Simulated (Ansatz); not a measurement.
Worked example: zone-centre phonon calculation of CoSi2 (Fm-3m, 3 atoms in the cell) in Ansatz (an electronic-structure program).

Computed with PBE, PAW files (plane waves; Ansatz).

```yaml
crystal:
  lattice:
    - [0.00000, 2.70264, 2.70264]
    - [2.70264, 0.00000, 2.70264]
    - [2.70264, 2.70264, 0.00000]
  atoms:
    - { symbol: Co, position: [0.00000, 0.00000, 0.00000] }
    - { symbol: Si, position: [0.75000, 0.75000, 0.75000] }
    - { symbol: Si, position: [0.25000, 0.25000, 0.25000] }
```

Reference input (self-consistent single point, DFT, PBE, plane waves, PAW files): basis.ecutwfc = 420 eV; kpoints.mp_grid.grid = 9 9 9; hamiltonian.xc = pbe; hamiltonian.pseudopotentials = {kind: paw} (the program's default PAW files); scf.occupations.method = fermi_dirac; scf.occupations.width = 0.136 eV. This run's input differs from it in these lines:

```diff
@@ -24,6 +24,4 @@
     width: 0.136
-output:
-  forces: true
-  eigenvalues: true
-  stress: true
+phonons:
+  method: dfpt
```

Log, with long lists cut:

```
SCF iter   1: F=—  HF=-6400.533797 eV  |F-HF|=—  |Δ(HF+E_count)|=         —  Δρ=1.53e-1  dr2=9.79e0  ethr=3.10e-3  ⟨swp⟩=5.1  Hψ=6493  notcnv=0
all-band conjugate gradients solve this SCF's bands
preconditioner: auto → Kerker (q_TF=auto, 2.528 Å⁻¹)
SCF iter   2: F=—  HF=-6399.669099 eV  |F-HF|=—  |Δ(HF+E_count)|=   8.65e-1  Δρ=5.89e-2  dr2=2.14e0  ethr=3.10e-3  ⟨swp⟩=2.2  Hψ=2536  notcnv=0
   [... lines left out ...]
SCF iter   8: F=—  HF=-6399.196368 eV  |F-HF|=—  |Δ(HF+E_count)|=   2.50e-5  Δρ=2.20e-5  dr2=3.13e-7  ethr=8.87e-8  ⟨swp⟩=2.1  Hψ=1695  notcnv=0
SCF iter   9: F=—  HF=-6399.196362 eV  |F-HF|=—  |Δ(HF+E_count)|=   5.84e-6  Δρ=4.07e-6  dr2=4.97e-9  ethr=1.25e-9  ⟨swp⟩=2.0  Hψ=1898  notcnv=0
SCF iter  10: F=—  HF=-6399.196362 eV  |F-HF|=—  |Δ(HF+E_count)|=   1.60e-9  Δρ=2.62e-7  dr2=1.25e-11  ethr=1.99e-11  ⟨swp⟩=2.2  Hψ=1853  notcnv=0
SCF iter  11: F=-6399.196362 eV  HF=-6399.196362 eV  |F-HF|=0.00e0  |Δ(HF+E_count)|=  1.64e-11  Δρ=7.51e-8  dr2=1.42e-12  ethr=1.00e-12  ⟨swp⟩=5.5  Hψ=5229  notcnv=0
SCF 1 converged in 11 iterations: F = -6399.196362 eV  dr2 = 1.42e-12
DFPT response loops at Γ: preconditioner auto → Kerker (q_TF=auto, 2.528 Å⁻¹) (partly filled bands, converged f_vac=0.000) …
Free energy (F): -6399.196362 eV
Internal energy: -6399.124872 eV  (E = F + TS)
E sigma→0 (E₀):  -6399.160617 eV
Entropy (-TS):   -0.071490 eV (-23.830 meV/atom)
Fermi energy:    12.454287 eV
--- Phonons (Γ-DFPT): 2 representative perturbations + reference, on 75 of 729 k-points (Σ response iterations 6) ---
  k mesh reduced under 8 symmetry operations, with k and −k counted as one. Each operation leaves every solved displacement unchanged or reverses it
  ASR residual: 7.976e-4 → 0.000e0 eV/Å²; symmetrization residual: 6.852e-7 eV/Å²
  ASR residual per site (eV/Å²): 7.98e-4 3.32e-5 3.32e-5
  Γ frequencies (cm⁻¹): 0.00 0.00 0.00 308.86 308.86 308.86 312.86 312.86 312.86
  non-analytic LO–TO correction: not included (Born effective charges unavailable; polar crystals: no LO–TO splitting at Γ)
```

The run converged in 11 iterations. 

Summary of the result:
Free energy E − TS (on the zero of these files): -6399.1964 eV
Fermi level (on the code's own zero): 12.45 eV
Zone-centre frequencies (cm⁻¹; negative means imaginary): 0, 0, 0, 309, 309, 309, 313, 313, 313

The starting cell comes from a database of computed structures (which also holds hypothetical and non-ambient phases and stackings), without a prior relaxation at this level. Its lattice was rescaled by a random factor within 2.5 % of one. Spin polarisation is off.

Keys are those of Ansatz 0.2.
